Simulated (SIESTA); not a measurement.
SIESTA run on Ti5Te4 (I4/m, 9 atoms in the cell): self-consistent single point.

Method: GGA PBEsol, numerical atomic orbitals DZP, PseudoDojo PBEsol standard norm-conserving potentials (rewritten from UPF to PSML) (SIESTA).

```xyz
9
Lattice="-5.0989 5.0989 1.8790 5.0989 -5.0989 1.8790 5.0989 5.0989 -1.8790" Properties=species:S:1:pos:R:3 pbc="T T T"
Ti     0.0000     0.0000     0.0000
Ti     6.3326     3.2008     0.0000
Ti    -1.2336     1.8981     1.8790
Ti     1.8981     1.2336     1.8790
Ti     3.2008     3.8653     0.0000
Te     7.3645     0.6127     0.0000
Te    -2.2656     4.4862     1.8790
Te     4.4862     2.2656     1.8790
Te     0.6127     2.8334     0.0000
```

Reference input (self-consistent single point, DFT, GGA PBEsol, numerical atomic orbitals DZP, PseudoDojo PBEsol standard norm-conserving potentials (rewritten from UPF to PSML)): XC.functional = GGA; XC.authors = PBEsol; potentials = PseudoDojo PBEsol standard; PAO.BasisSize = DZP; PAO.EnergyShift = 0.01 Ry; MeshCutoff = 300 Ry; kgrid.MonkhorstPack = 7 7 7; OccupationFunction = FD; ElectronicTemperature = 1160.45 K; MaxSCFIterations = 150; SCF.Mixer.Method = Pulay; SCF.Mixer.Weight = 0.1. This run's input differs from it in these lines:

```diff
@@ -33,3 +33,3 @@
 PAO.EnergyShift              0.01 Ry
-MeshCutoff                   300 Ry
+MeshCutoff                   270 Ry
 %block kgrid.MonkhorstPack
```

Log, with long lists cut:

```
        iscf     Eharris(eV)        E_KS(eV)     FreeEng(eV)     dDmax    Ef(eV) dHmax(eV)
   scf:    1   -19406.015225   -19444.329901   -19444.524842  1.609083 -3.547516  7.697832
   scf:    2   -19450.214997   -19450.249081   -19450.471216  0.433335 -3.633434  6.069055
   scf:    3   -19451.925850   -19451.157555   -19451.381633  0.039908 -3.735268  3.399535
   scf:    4   -19453.486404   -19452.707983   -19452.955826  0.131783 -4.110223  1.342329
   scf:    5   -19452.197889   -19452.636871   -19452.893434  0.072259 -4.071102  2.523234
   [... 11 lines left out ...]
   scf:   17   -19452.841268   -19452.841266   -19453.095680  0.000024 -4.119693  0.000929
   scf:   18   -19452.841275   -19452.841271   -19453.095680  0.000032 -4.119617  0.000582
   scf:   19   -19452.841273   -19452.841272   -19453.095680  0.000012 -4.119596  0.000281
   scf:   20   -19452.841271   -19452.841271   -19453.095680  0.000003 -4.119604  0.000197
SCF Convergence by DM+H criterion
max |DM_out - DM_in|         :     0.0000033359
max |H_out - H_in|      (eV) :     0.0001967516
SCF cycle converged after 20 iterations

Using DM_out to compute the final energy and forces

siesta: E_KS(eV) =           -19452.8413

siesta: E_KS - E_eggbox =    -19452.8413

siesta: Atomic forces (eV/Ang):
     1    0.000000   -0.000000   -0.000000
     2   -0.082540    0.115693    0.000059
     3    0.082540   -0.115693   -0.000059
     4   -0.114961   -0.081554    0.000285
     5    0.114962    0.081554   -0.000285
     6   -0.155018   -0.073650   -0.000064
     7    0.155017    0.073650    0.000065
     8    0.073513   -0.155880    0.000086
     9   -0.073513    0.155881   -0.000086
   Tot   -0.000000   -0.000000   -0.000000
   Max    0.155881
   Res    0.085731    sqrt( Sum f_i^2 / 3N )
   [... lines left out ...]
siesta: FreeEng =    -19453.095680
   [... lines left out ...]
siesta:     0.020078    0.000345    0.000012
siesta:     0.000345    0.020053    0.000009
siesta:     0.000012    0.000009    0.027240

siesta: Cell volume =        195.407196 Ang**3

siesta: Pressure (static):
siesta:                Solid            Molecule  Units
siesta:          -0.00024459         -0.00022707  Ry/Bohr**3
siesta:          -0.02245710         -0.02084851  eV/Ang**3
siesta:         -35.98023292        -33.40299986  kBar
```

The run converged in 20 iterations. Against the reference run the free energy drops by 1.5 meV/atom, the pressure moves little (-3.62 to -3.60 GPa) and the largest force stays at 0.172 eV/Å.

The starting cell comes from a database of computed structures (which also holds hypothetical and non-ambient phases and stackings), without a prior relaxation at this level. Spin polarisation is off, so a magnetic state, if there is one, cannot be reached. Values carry the incompleteness of an atom-centred basis.

Cost on one core of a shared machine: roughly 5 min.
